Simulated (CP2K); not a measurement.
Input and output of a self-consistent single point for NbZn₃ (Pm-3m, 4 atoms in the cell) (CP2K).

Computed with LDA (Pade form), GPW, DZVP-MOLOPT-SR-GTH basis, GTH-PADE potentials (GTH_POTENTIALS) run with CP2K 2026.2.

```
CELL_PARAMETERS angstrom
      3.90998     0.00000     0.00000
      0.00000     3.90998     0.00000
      0.00000     0.00000     3.90998
ATOMIC_POSITIONS crystal
  Nb 0.00000 0.00000 0.00000
  Zn 0.50000 0.00000 0.50000
  Zn 0.00000 0.50000 0.50000
  Zn 0.50000 0.50000 0.00000
```

Reference input (self-consistent single point, DFT PBEsol, GPW, DZVP-MOLOPT-SR-GTH basis, GTH-PBE potentials (GTH_POTENTIALS)): CUTOFF = 600 Ry; REL_CUTOFF = 50 Ry; SMEAR/METHOD = FERMI_DIRAC; ELECTRONIC_TEMPERATURE = 1160.45 K; KPOINTS/SCHEME = MONKHORST-PACK 7 7 7; XC_FUNCTIONAL = PBE:PBESOL; Nb/BASIS_SET = DZVP-MOLOPT-SR-GTH; Nb/POTENTIAL = GTH-PBE-q13; Zn/BASIS_SET = DZVP-MOLOPT-SR-GTH; Zn/POTENTIAL = GTH-PBE-q12; METHOD = GPW; EPS_DEFAULT = 1e-10. This run's input differs from it in these lines:

```diff
@@ -43,6 +43,3 @@
     &XC
-      &XC_FUNCTIONAL
-        &PBE
-          PARAMETRIZATION PBESOL
-        &END PBE
+      &XC_FUNCTIONAL PADE
       &END XC_FUNCTIONAL
@@ -80,3 +77,3 @@
       BASIS_SET DZVP-MOLOPT-SR-GTH
-      POTENTIAL GTH-PBE-q13
+      POTENTIAL GTH-PADE-q13
     &END KIND
@@ -84,3 +81,3 @@
       BASIS_SET DZVP-MOLOPT-SR-GTH
-      POTENTIAL GTH-PBE-q12
+      POTENTIAL GTH-PADE-q12
     &END KIND
```

Output, abridged:

```
 SCF WAVEFUNCTION OPTIMIZATION

  Step     Update method      Time    Convergence         Total energy    Change
     1 NoMix/Diag. 0.20E+00      -     2.21043787      -238.9959611792 -2.39E+02
     2 Broy./Diag. 0.20E+00      -     0.04392604      -241.6108924272 -2.61E+00
     3 Broy./Diag. 0.20E+00      -     0.12270465      -240.2046390795  1.41E+00
     4 Broy./Diag. 0.20E+00      -     0.01343230      -238.6350868788  1.57E+00
     5 Broy./Diag. 0.20E+00      -     0.00774727      -238.5892400682  4.58E-02
     6 Broy./Diag. 0.20E+00      -     0.01811875      -238.5983749527 -9.13E-03
   [... 5 lines left out ...]
    12 Broy./Diag. 0.20E+00      -     0.00018802      -238.5665148373 -4.40E-04
    13 Broy./Diag. 0.20E+00      -     0.00000340      -238.5666730259 -1.58E-04
    14 Broy./Diag. 0.20E+00      -     0.00002352      -238.5666465474  2.65E-05
    15 Broy./Diag. 0.20E+00      -     0.00000067      -238.5666368888  9.66E-06
  *** SCF run converged in    15 steps ***

  Overlap energy of the core charge distribution:               0.00000000015421
  Self energy of the core charge distribution:               -342.59005594328914
  Core Hamiltonian energy:                                     99.52546659270318
  Hartree energy:                                              37.67326119954572
  Exchange-correlation energy:                                -33.17368736416769
  Electronic entropic energy:                                  -0.00162137391451
  Fermi energy:                                                 0.30763019458607

  Total energy:                                              -238.56663688875315
  Total energy (extrapolated to T->0):                       -238.56582620179589

   [... lines left out ...]

 STRESS| Analytical stress tensor [bar]
 STRESS|                        x                   y                   z
 STRESS|      x       -9.19259590426E+04   4.12923990212E-03   4.12933107613E-03
 STRESS|      y        4.12923990212E-03  -9.19258890206E+04   4.12941856965E-03
 STRESS|      z        4.12933107613E-03   4.12941856965E-03  -9.19255216374E+04
 STRESS| 1/3 Trace                                            -9.19257899002E+04
```

The run converged in 15 iterations. Against the reference run the pressure goes from -2.64 to -9.19 GPa.

The starting cell comes from a database of computed structures (which also holds hypothetical and non-ambient phases and stackings), without a prior relaxation at this level. Spin polarisation is off. Values carry the incompleteness of an atom-centred basis. With a pressure of about -9 GPa the cell is away from its equilibrium volume at this level.

Cost on one core of a shared machine: roughly 70 s.
